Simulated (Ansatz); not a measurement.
Functionals compared on CH3 on the 1x1 (110) surface of bcc W, one in a 2x2 cell, started at the site 'top W', in Ansatz (plane waves, PAW). The structure was relaxed with PBE; the other rows are single points on it, each with its references at the same level. Cutoff 420 eV (500 eV for r2SCAN).

Slab: 20 atoms, 6.6 Å thick at the start under the adsorbate (thin: gaps and levels are the slab's own); k 6x6x1, smearing 0.1 eV, dipole-corrected; 8 atoms held, the rest relaxed; no symmetry held; spin-polarised, no spin-orbit, no U, no dispersion correction. The starting moment vanished. At the end it is bonded to 3 W. In PBE it is, or lies within 0.03 eV of, the lowest of the starts that converged. These notes are the PBE run's. r2SCAN: The program's check for a lower electronic state was not made. Adsorption energies are against CH4(g) − ½ H2(g). A negative adsorption energy means that the adsorbate is more stable on the surface than in its reference.

```csv
functional,adsorption energy (eV),work function of the top face (eV),change of the work function (eV),magnetic moment of the cell (μB),rough cost of the single point
PBE,-0.01,3.70,-1.12,0.00,–
RPBE,0.29,3.60,-1.09,0.00,roughly 14 core-minutes
r2SCAN,-0.18,3.72,-1.18,0.00,roughly 40 core-minutes
```

Ansatz is a quantum-chemistry and plane-wave program.
